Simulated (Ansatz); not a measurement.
By PBEsol, the system below comes out a metal.

```xyz
1
Lattice="2.7251 0.0000 0.0000 -1.3626 2.3600 0.0000 1.3626 0.7867 2.2251" Properties=species:S:1:pos:R:3 pbc="T T T"
Ir     0.0000     0.0000     0.0000
```

Space group of this cell: Fm-3m, fcc (Cu type). The cell is taken as given; by PBEsol its mean pressure is -6.8 GPa.

Computed with PBEsol (plane waves, PAW; Ansatz, an electronic-structure program).

The current runs along the normal of the first two printed vectors; no spin-orbit coupling. Scaled by the factor s: all lengths (ions clamped). The meshes follow the cell: 30×30×30 and 42×42 across at s = 0.98, 30×30×30 and 42×42 across at s = 1.00, 28×28×28 and 42×42 across at s = 1.02.

```csv
s,mean pressure (GPa),ballistic conductance per area (both spins) (× 10¹⁵ S/m²)
0.98,18.2,1.96
1.00,-6.8,1.88
1.02,-24.7,?
```

Problem. Take the slope of the ballistic conductance per area (both spins) against ln s from the two given rows, extrapolate to s = 1.02, and say what the run there gives.

Solution. Slope = (1.96 − 1.88) / ln 0.98 = -3.96 × 10¹⁵ S/m². The line gives 1.88 + (-3.96) × ln 1.02 = 1.80 × 10¹⁵ S/m². The run gives 1.83 × 10¹⁵ S/m², 0.03 × 10¹⁵ S/m² over the line, 36 % of the predicted step.
